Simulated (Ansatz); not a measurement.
# A self-consistent single point of ZrTiSe4 (P2/m, 6 atoms in the cell) with Ansatz

Level of theory: PBEsol, default PAW files made with PBE (plane waves; Ansatz, a quantum-chemistry and plane-wave program).

Input as run:

Ansatz 0.2 input:
```yaml
# ZrTiSe4
crystal:
  lattice:
    - [6.39785000, 0.00000000, 0.00000000]
    - [0.00000000, 3.67943000, 0.00000000]
    - [-0.02469200, 0.00000000, 6.66072400]
  atoms:
    - { symbol: Zr, position: [0.50000000, 0.50000000, 0.00000000] }
    - { symbol: Ti, position: [0.00000000, 0.00000000, 0.00000000] }
    - { symbol: Se, position: [0.32136000, 0.00000000, 0.23905000] }
    - { symbol: Se, position: [0.67864000, 0.00000000, 0.76095000] }
    - { symbol: Se, position: [0.15362000, 0.50000000, 0.76939000] }
    - { symbol: Se, position: [0.84638000, 0.50000000, 0.23061000] }
basis:
  ecutwfc: 420.0 eV
kpoints:
  mp_grid: { grid: [4, 6, 4] }
hamiltonian:
  xc: pbesol
  pseudopotentials: { kind: paw }
scf:
  occupations: { method: methfessel_paxton, width: 0.1 eV }
output:
  forces: true
  eigenvalues: true
  stress: true
```

Output (repeated stretches shortened):

```
WARN ansatz: RAYON_NUM_THREADS=1 ignored (pool sized by the plan → 1); use --threads N
Pseudopotentials: kind: paw
Pseudopotential: Zr, paw, valence charge 12
Pseudopotential: Ti, paw, valence charge 12
Pseudopotential: Se, paw, valence charge 16
Crystal: 6 atoms, lattice volume = 156.796 Å³
Basis set: ecut = 420 eV, 3077 PW (Γ), exchange–correlation on 90×50×90 points (8 copies of the dense FFT grid, shifted against one another)
Bands: 53, of which v1, the nominal top of the filled ones, is band 44 counted from 1 (43 counted from 0)
Symmetry: 4 space group operations
Space group: P2/m (ITA 10), of the structure as read, at distance tolerance 5.4e-5 Å
k-points: 40 of 96
PAW frozen core: Zr, regenerated for the run's functional, and the local potential with it
PAW frozen core: Ti, regenerated for the run's functional, and the local potential with it
PAW frozen core: Se, regenerated for the run's functional, and the local potential with it
Initial density: superposition of atomic densities (neutral atoms: chi_scale 0, normalization atom), corrected by the library's trained network
Initial wavefunctions: pseudopotential atomic-orbital guess
Eigensolver: davidson
Functional: x = pbesol(κ = 0.804, μ = 0.12345679012345678), c = pbesol(β = 0.046)
SCF iter   1: F=—  HF=-28306.550765 eV  |F-HF|=—  |Δ(HF+E_count)|=         —  Δρ=3.11e-3  dr2=1.43e-2  ethr=1.77e-3  ⟨swp⟩=5.7  Hψ=7693  notcnv=0
all-band conjugate gradients solve this SCF's bands
preconditioner: auto → LDOS
SCF iter   2: F=—  HF=-28306.549363 eV  |F-HF|=—  |Δ(HF+E_count)|=   1.40e-3  S|Δr|=    0.00e0  Δρ=1.83e-3  dr2=5.16e-3  ethr=1.62e-5  ⟨swp⟩=2.0  Hψ=4508  notcnv=0  defer=8
SCF iter   3: F=—  HF=-28306.547602 eV  |F-HF|=—  |Δ(HF+E_count)|=   1.76e-3  S|Δr|=    0.00e0  Δρ=3.72e-4  dr2=2.47e-4  ethr=5.87e-6  ⟨swp⟩=2.0  Hψ=4098  notcnv=0  defer=8
SCF iter   4: F=—  HF=-28306.547553 eV  |F-HF|=—  |Δ(HF+E_count)|=   4.89e-5  S|Δr|=    0.00e0  Δρ=7.18e-5  dr2=1.67e-5  ethr=2.81e-7  ⟨swp⟩=3.0  Hψ=4137  notcnv=0  defer=8
SCF iter   5: F=—  HF=-28306.547554 eV  |F-HF|=—  |Δ(HF+E_count)|=   9.86e-7  S|Δr|=    0.00e0  Δρ=2.38e-5  dr2=2.09e-6  ethr=1.90e-8  ⟨swp⟩=2.3  Hψ=3076  notcnv=0  defer=8
SCF iter   6: F=-28306.547554 eV  HF=-28306.547554 eV  |F-HF|=1.91e-8  |Δ(HF+E_count)|=   8.13e-8  S|Δr|=    0.00e0  Δρ=6.55e-6  dr2=5.26e-8  ethr=1.14e-10  ⟨swp⟩=7.0  Hψ=9050  notcnv=0
SCF 1 converged in 6 iterations: F = -28306.547554 eV  dr2 = 5.26e-8
SCF converged after 6 iterations
Stability not checked (fill_not_monotonic)
Free energy (F): -28306.547554 eV
Harris-Foulkes:  -28306.547554 eV  (|F-HF|=1.91e-8)
Internal energy: -28306.545306 eV  (E = F + TS)
E sigma→0 (E₀):  -28306.546992 eV
Entropy (-TS):   -0.002248 eV (-0.375 meV/atom)
Fermi energy:    7.782644 eV
--- Per-component energies (eV) ---
  E_band       = -1949.044933
  E_kinetic    = 1075.225696
  E_local      = -12925.088789  (includes V_loc(G=0)·N_el)
  E_nonlocal   = -2283.671050
  E_hartree    = 6132.571016
  E_xc         = -670.236975
  E_vxc        = -703.748838  (∫ρ·V_xc dr)
  E_paw        = -11391.457240  (= ΣΔE_a)
  E_vpaw       = 623.094526  (= ΣTr[D̂ρ^β])
  E_aug_tail   = -0.002268  (compensation charges beyond the density's cutoff)
  E_ewald      = -8248.224601
  E_core_change = 4.338906  (= ΣΔE_core)
  E_smearing   = -0.002248  (= −TS)
  E_closure    = -0.000000  (closes the sum)
  Σ components = -28306.547554   (vs F -28306.547554, Δ=0.00e0)
--- Forces (eV/Å), atoms counted from 1 ---
  atom   1  Zr     0.00000000     0.00000000     0.00000000
  atom   2  Ti     0.00000000     0.00000000     0.00000000
  atom   3  Se     0.01033346     0.00000000    -0.25970200
  atom   4  Se    -0.01033346    -0.00000000     0.25970200
  atom   5  Se     0.01229267    -0.00000000     0.24027702
  atom   6  Se    -0.01229267     0.00000000    -0.24027702
  max |Σ_I F_I| component: 2.78e-17 eV/Å
--- Stress (GPa, compression-positive) ---
       -3.974280       0.000000      -0.000781
        0.000000      -3.447502       0.000000
       -0.000781       0.000000      -2.493342
  P = ⅓ Tr σ = -3.3050 GPa (-33.050 kbar)
  The stress holds the Pulay correction. Without it, at fixed plane waves, as pw.x and ABINIT print it: P = -3.3198 GPa
--- Band table (eV; the first three rows and the last of 40) ---
  k-point 0: bands = ["-49.8464", "-41.6279", "-39.4311", "-39.4307", "-39.4292", "-39.4289", "-39.4225", "-39.4216", "-39.4174", "-39.4174", "-39.4169", "-39.4167", "-39.4151", "-39.4148", "-39.4109", "-39.4108", "-39.4082", "-39.4081", "-39.4041", [...]
  k-point 1: bands = ["-49.8464", "-41.6279", "-39.4311", "-39.4307", "-39.4292", "-39.4289", "-39.4225", "-39.4216", "-39.4174", "-39.4174", "-39.4169", "-39.4167", "-39.4152", "-39.4148", "-39.4109", "-39.4107", "-39.4083", "-39.4081", "-39.4041", [...]
  k-point 2: bands = ["-49.8464", "-41.6279", "-39.4311", "-39.4307", "-39.4292", "-39.4289", "-39.4225", "-39.4216", "-39.4174", "-39.4173", "-39.4169", "-39.4167", "-39.4152", "-39.4148", "-39.4109", "-39.4107", "-39.4083", "-39.4081", "-39.4041", [...]
  k-point 39: bands = ["-49.8444", "-41.6201", "-39.4312", "-39.4306", "-39.4283", "-39.4280", "-39.4221", "-39.4218", "-39.4174", "-39.4174", "-39.4172", "-39.4167", "-39.4157", "-39.4144", "-39.4109", "-39.4107", "-39.4081", "-39.4080", [...]
```

The run converged in 6 iterations.

The starting cell comes from a database of computed structures (which also holds hypothetical and non-ambient phases and stackings), without a prior relaxation at this level. Spin polarisation is off, so a magnetic state, if there is one, cannot be reached. With a pressure of about -3 GPa the cell is away from its equilibrium volume at this level. Ansatz's pressure includes its estimate of the finite-basis (Pulay) stress.
